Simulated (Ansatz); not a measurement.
The parent structure is HgSe in the zinc blende structure (space group F-43m, No. 216).

```
HgSe
1.0
    0.00000     3.06660     3.06660
    3.06660     0.00000     3.06660
    3.06660     3.06660     0.00000
Se Hg
1 1
Direct
  0.25000   0.25000   0.25000
  0.00000   0.00000   0.00000
```

Cartesian axes are those of the cell as printed.

Level of theory: PBEsol (Ansatz, an electronic-structure program), no spin-orbit coupling, earlier PAW set.

Before the change:

The pressure is 0.0 GPa and the shortest interatomic distance is 2.656 Å.

Now apply this change: the cell is stretched by 1.38 % along z with no lateral relaxation; the atoms relax in the strained cell.

Q: What does the calculation give for the pressure after the change?

A: The pressure (mean of the normal stresses, compression positive) goes from zero to -0.7 GPa.

Q: How does this affect the shortest interatomic distance?

A: The shortest interatomic distance grows by 0.012 Å (2.656 Å → 2.668 Å).

Q: Estimate the effect on the energy relative to the base.

A: The energy rises by 1.1 meV/atom.

A case with no gap was solved on a k-mesh chosen for an insulator, which is coarse for it. Stability against distortions was not tested. All final runs are without spin polarisation.
